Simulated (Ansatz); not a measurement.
Take CsSnI3 in the cubic perovskite structure (space group Pm-3m, No. 221; a = 6.1304 Å) as the base.

The other end (x = 1) is CsSnTe3 in the cubic perovskite structure (space group Pm-3m, No. 221; a hypothetical phase, not in the database extracts checked): 38.64 Å³/atom, gap zero; this end may not be an ambient phase.

Calculations: PBEsol, PAW, 420 eV (Ansatz, a program for electronic structure; without spin-orbit coupling).

Te replaces a fraction x of I; each row is one arrangement (x, atoms in the cell, starting space group or random), fully relaxed.

One change was made to it. Results:

| quantity | base | after |
|---|---|---|
| band gap | 0.10 eV | zero |
| mixing energy (to 0.01 eV only: unlike meshes or grids) (against an end that may be hypothetical) | – | +0.02 eV/atom |
| deviation of the volume from the linear (Vegard-type) interpolation | – | -2.1 % |

**Question.** Which change produced these results?
(A) x(Te) = 0.5, 10 atoms, Cmmm (arrangement B)
(B) x(Te) = 0.833, 10 atoms, P4/mmm
(C) x(Te) = 0.667, 10 atoms, Imma

**Answer.** A, x(Te) = 0.5, 10 atoms, Cmmm (arrangement B). For comparison, the deviation of the volume from the linear in the other runs: x(Te) = 0.833, 10 atoms, P4/mmm gives -0.7 %; x(Te) = 0.667, 10 atoms, Imma gives -1.4 %.

These are small ordered cells, not random alloys; other orderings at the same x differ. With I present, leaving out spin-orbit coupling can change the band edges. Stability against distortions was not tested. The final runs are not spin-polarised. An odd electron count without spin: Cs2Sn2Te3I3, CsSnTe3 and Cs2Sn2Te5I. Many cubic perovskites are stable only at high temperature; tilts and polar distortions were not tested. A zero or small gap of CsSnI3 can be the functional's error rather than a property of the material.
